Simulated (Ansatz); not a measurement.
Input and output of a relaxation of the atoms for a (001) slab of Mg(BH4)2 (cut from a parent of space group no. 164; 11 atoms in the cell) (Ansatz, a quantum-chemistry and plane-wave program).

Method of the run: LDA (PW92), default PAW files made with PBE (plane waves; Ansatz).

```
CELL_PARAMETERS angstrom
      4.27702     0.00000     0.00000
     -2.13851     3.70401     0.00000
      0.00000     0.00000    19.12550
ATOMIC_POSITIONS crystal
  Mg 0.00000 0.00000 0.50000
  B  0.66667 0.33333 0.44266
  B  0.33333 0.66667 0.55734
  H  0.36125 0.18063 0.41829
  H  0.63875 0.81937 0.58171
  H  0.81937 0.18063 0.41829
  H  0.18063 0.81937 0.58171
  H  0.81937 0.63875 0.41829
  H  0.18063 0.36125 0.58171
  H  0.66667 0.33333 0.50644
  H  0.33333 0.66667 0.49356
```

Reference input (self-consistent single point, DFT, LDA (PW92), plane waves, default PAW files made with PBE): kpoints.mp_grid.grid = 7 7 1; hamiltonian.xc = lda; hamiltonian.pseudopotentials = {kind: paw} (the program's default PAW files); scf.occupations.method = cold; scf.occupations.width = 0.272 eV. This run's input differs from it in these lines:

```diff
@@ -24,2 +24,3 @@
   occupations: { method: cold, width: 0.272 }
+relax: {}
 output:
```

Output (repeated stretches shortened):

```
   [... SCF lines of the steps left out ...]
relax step   1: F+E_penalty+E_count = -2327.82686673 eV  Δ(F+E_penalty+E_count) = +0.000e0 eV  max|allowed force component| = 3.147e-1 eV/Å  Δτ_max = 0.0000 Å  (7 SCF iters, dr2 threshold 2.50e-6 eV, accepted)
relax step   2: F+E_penalty+E_count = -2327.84385194 eV  Δ(F+E_penalty+E_count) = -1.699e-2 eV  max|allowed force component| = 1.214e-1 eV/Å  Δτ_max = 0.0982 Å  (7 SCF iters, dr2 threshold 6.19e-6 eV, accepted)
relax step   3: F+E_penalty+E_count = -2327.85041529 eV  Δ(F+E_penalty+E_count) = -6.563e-3 eV  max|allowed force component| = 5.300e-2 eV/Å  Δτ_max = 0.0335 Å  (7 SCF iters, dr2 threshold 9.21e-7 eV, accepted)
relax step   4: F+E_penalty+E_count = -2327.85056220 eV  Δ(F+E_penalty+E_count) = -1.469e-4 eV  max|allowed force component| = 1.634e-2 eV/Å  Δτ_max = 0.0030 Å  (6 SCF iters, dr2 threshold 4.18e-7 eV, accepted)
relax step   5: F+E_penalty+E_count = -2327.85057335 eV  Δ(F+E_penalty+E_count) = -1.115e-5 eV  max|allowed force component| = 9.287e-4 eV/Å  Δτ_max = 0.0007 Å  (3 SCF iters, accepted)
the relaxation is at rest under the 12 symmetry operations that the run kept from its start: a minimum is not shown …
Stability not checked (fill_not_monotonic)
Free energy (F): -2327.850573 eV
Internal energy: -2327.850573 eV  (E = F + TS)
E sigma→0 (E₀):  -2327.850573 eV
Fermi energy:    -2.850380 eV
--- Forces (eV/Å), atoms counted from 1 ---
  atom   1  Mg     0.00000000     0.00000000     0.00000000
  atom   2  B      0.00000000    -0.00000000     0.00092867
   [... lines left out ...]
    - { symbol: H, position: [0.8198040410987202, 0.6396080821974406, 0.4209815711054358] }
    - { symbol: H, position: [0.18019595890127973, 0.36039191780255947, 0.5790184288945641] }
    - { symbol: H, position: [0.6666666666666666, 0.3333333333333333, 0.5097482905111159] }
    - { symbol: H, position: [0.3333333333333333, 0.6666666666666666, 0.4902517094888841] }
```

The run converged. 

Summary of the result:
```
Property                                                 Result
------------------------------------------------  -------------
Free energy E − TS (on the zero of these files)   -2327.8506 eV
Top of the valence band (on the code's own zero)       -5.93 eV
Gap on the k-point mesh                                 5.75 eV
Pressure averaged over the cell with its vacuum       -0.43 GPa
Relaxation steps                                              5
```

The starting cell comes from a database of computed structures (which also holds hypothetical and non-ambient phases and stackings), without a prior relaxation at this level. The slab is cut from that crystal, and its faces start unrelaxed. Spin polarisation is off, though cut faces can carry moments; a gap of a slab can lie between surface states. The relaxation keeps the symmetry of its start, so its end need not be a minimum.

Keys are those of Ansatz 0.2.
